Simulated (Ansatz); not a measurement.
# Hypothetical R-3m MgH2, response to strain

The parent structure is MgH₂ in the CdCl2 type structure (space group R-3m, No. 166; a = 3.0087 Å, c = 12.5944 Å (hexagonal axes); a hypothetical phase, not in the database extracts checked). Axes: x lies along a and z along c of the hexagonal cell.

Strains are applied to the cell and any free atomic positions relax.

Method: r2SCAN+rVV10/PAW in Ansatz (a first-principles code), scalar-relativistic without spin-orbit coupling.

Notes on the quantities. energy relative to the base: free energy F; pressure: mean of the normal stresses, compression positive; band gap: an upper bound: an edge found on the path is not a true extremum; the base alone.

```tsv
change	energy relative to the base	pressure	largest internal atomic displacement	band gap	shortest interatomic distance
base	0 meV/atom	0.00 GPa	–	3.88 eV	3.709 bohr
isotropic strain −5.78 %	+44 meV/atom	8.92 GPa	0.093 Å	3.78 eV	3.580 bohr
isotropic strain −4.26 %	(withheld)	(withheld)	(withheld)	3.82 eV	3.614 bohr
isotropic strain +1.70 %	+3.2 meV/atom	-1.71 GPa	0.029 Å	3.88 eV	3.747 bohr
tensor shear ε_xz = +3.22 %	+1.3 meV/atom	0.01 GPa	0.056 Å	3.79 eV	3.707 bohr
```

### Question
What belongs in the blanks?

### Answer

- isotropic strain −4.26 %, energy relative to the base: +23 meV/atom
- isotropic strain −4.26 %, pressure: 6.02 GPa
- isotropic strain −4.26 %, largest internal atomic displacement: 0.069 Å

No phonon test of stability was made.
